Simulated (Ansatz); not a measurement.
```cif
data_Li2
_chemical_formula_sum 'Li2'
_space_group_name_H-M_alt 'Im-3m'
_space_group_IT_number 229
_space_group_name_Hall '-I 4 2 3'
_cell_length_a 3.43415
_cell_length_b 3.43415
_cell_length_c 3.43415
_cell_angle_alpha 90.000
_cell_angle_beta 90.000
_cell_angle_gamma 90.000
loop_
_atom_site_label
_atom_site_type_symbol
_atom_site_symmetry_multiplicity
_atom_site_Wyckoff_symbol
_atom_site_fract_x
_atom_site_fract_y
_atom_site_fract_z
_atom_site_occupancy
Li1 Li 2 a 0.00000 0.00000 0.00000 1
```
(The calculation used a cell of 1 atom; values per cell refer to that cell.)

This is the lattice part alone, without phonon-electron scattering, which would lower it where carriers are present.

Q: Estimate the lattice thermal conductivity at 300 K from the phonon Boltzmann equation with three-phonon and isotope scattering, Ansatz (a quantum-chemistry and plane-wave program), PBEsol functional, plane-wave PAW (third-order constants from a 64-atom supercell out to 5.8 Å, harmonic mesh 8×8×8, k mesh 16×16×16, scattering mesh 21×21×21).

A: κ = 5.2 W/(m K). The result is for a perfect infinite crystal and omits four-phonon processes.
